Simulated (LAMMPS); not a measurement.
LAMMPS 22 Jul 2025, classical MD, Stillinger-Weber (Si.sw): Si, 10648 atoms.

* **task**: MD, nve
* **potential**: Stillinger-Weber, Si.sw
* **copies of the repeat unit**: 11×11×11
* **shape (slab and sphere leave vacuum in the box)**: bulk
* **neighbor skin**: 2 Å
* **neigh_modify**: every 1 delay 0 check yes
* **newton**: on (default)
* **atom_modify sort (bins of 2 Å where set)**: 1000 (default)
* **comm_style**: brick (default)
* **box**: 59.7 × 59.7 × 59.7 Å
* **start**: generated diamond lattice, warmed in an untimed run

All runs start from one configuration, warmed at this fixed volume for 1000 steps under a thermostat at 300 K. The run at the shortest step has a mean temperature of 300 K and a mean pressure of 0.4 GPa.

Each run covers about 2.0 ps at constant energy (mean temperature 300 K at the shortest step); σ is the standard deviation over the printed steps. Each setting ran once; only counts and results are compared.

Steps tried: 0.5 fs, 1 fs, 2 fs, 2.5 fs, 4 fs, 5 fs, 8 fs, 10 fs, 16 fs, 20 fs, 32 fs.

**Question.** Up to which step does the ratio σ(E total)/σ(E kinetic) stay under 2 %, and what happens beyond?

**Answer.** 2.5 fs. The run fails or blows up at 16 fs, 20 fs, 32 fs.

| time step | σ(E total)/σ(E kinetic) | last minus first total energy (meV/atom) | mean temperature (K) |
|---|---|---|---|
| 0.5 fs | 0.00045 | under 0.001 | 300 |
| 1 fs | 0.0018 | under 0.001 | 300 |
| 2 fs | 0.0072 | under 0.001 | 299 |
| 2.5 fs | 0.011 | under 0.001 | 299 |
| 4 fs | 0.031 | +0.018 | 297 |
| 5 fs | 0.051 | +0.055 | 295 |
| 8 fs | 0.17 | +0.31 | 286 |
| 10 fs | 0.32 | +1.00 | 278 |
| 16 fs | stops: Lost atoms | — | — |
| 20 fs | stops: Lost atoms | — | — |
| 32 fs | stops: Lost atoms | — | — |

The bar is a choice.
